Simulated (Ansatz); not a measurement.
Data:

```
CrCuO2
1.0
    1.48589     0.85557     5.64014
   -1.48589     0.85557     5.64014
    0.00000    -1.71114     5.64014
Cu Cr O
1 1 2
Cartesian
  0.00000   0.00000   0.00000
  0.00000   0.00000   8.46021
  0.00000  -0.00118   1.83030
  0.00000   0.00118  15.09011
```

Spin-polarised, with starting moments of sign Cu0 Cr+ O0 O0.

Method: Ansatz (a quantum-chemistry and plane-wave program) PBEsol, spin-orbit coupling left out. Settings: 13×13×13 k-points, 0.05 eV Fermi–Dirac smearing.

Question: What is the computed smallest direct gap?

Answer: 1.16 eV.

Question: What is the computed stress (xx, yy, zz, yz, xz, xy; compression positive)?

Answer: (-0.7, -0.2, -0.4, 0.0, 0.0, 0.0) GPa.

The cells carry an imposed strain or load. Stability against distortions was not tested. No Hubbard U is applied and the magnetic state is the run's own (CrCuO2 ferromagnetic); other magnetic orders, which need larger cells, were not tried and can change the gap. A gap here joins edges of opposite spin (a spin-flip gap). The cell was made from CrCuO$_{2}$ (space group R-3m, No. 166; ferromagnetic) by this change: uniaxial strain ε_xx = +0.27 %.
